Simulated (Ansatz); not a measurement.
# Effect of pressure 75 GPa on GaN

The reference is GaN in the wurtzite structure (space group P6_3mc, No. 186; a = 3.1831 Å, c = 5.1836 Å).

Modification: a hydrostatic pressure of 75 GPa.

The values are results of r2SCAN (Ansatz, a first-principles code, PAW, without spin-orbit coupling), not measurements. k-mesh 12×12×7 (Γ-centred); smearing 0.05 eV (Fermi–Dirac).

- Density: 7.71 g/cm³ (base 6.11 g/cm³)
- Lattice parameter a: 2.943 Å (base 3.183 Å)
- c/a ratio: 1.633 (base 1.628)
- Shortest interatomic distance: 1.801 Å (base 1.946 Å)
- Enthalpy H = E + PV relative to the base's energy: +4.67 eV/atom
- Band gap: 3.94 eV (base 2.35 eV)
- Gap character: direct at Γ (base direct at Γ)
- Width of the top valence band: 3.70 eV (base 2.85 eV)
- Electron mass: 0.26 mₑ along c, 0.29 mₑ across (at Γ) (base 0.17 mₑ along c, 0.19 mₑ across (at Γ))
- Valence-band top at Γ (three highest levels, from the VBM): 0.00, 0.00, -0.10 eV (base 0.00, 0.00, -0.04 eV)

Final structure:

```yaml
crystal:
  lattice:
    - [2.94314, 0.00000, 0.00000]
    - [-1.47157, 2.54883, 0.00000]
    - [0.00000, 0.00000, 4.80491]
  atoms:
    - { symbol: Ga, position: [0.66667, 0.33333, 0.00037] }
    - { symbol: Ga, position: [0.33333, 0.66667, 0.50037] }
    - { symbol: N, position: [0.66667, 0.33333, 0.62483] }
    - { symbol: N, position: [0.33333, 0.66667, 0.12483] }
```

Load acts through the strain it causes; cell and atoms are relaxed under it. Masses are band curvatures over ±0.01 Å⁻¹ around the edge. Stability against distortions was not tested. Measured, GaN leaves this structure (for rock salt) near 47 GPa (temperature not stated; as listed in Datta, Sujoy, Jana, Debnarayan, arXiv (2020)), on rising pressure, with hysteresis.
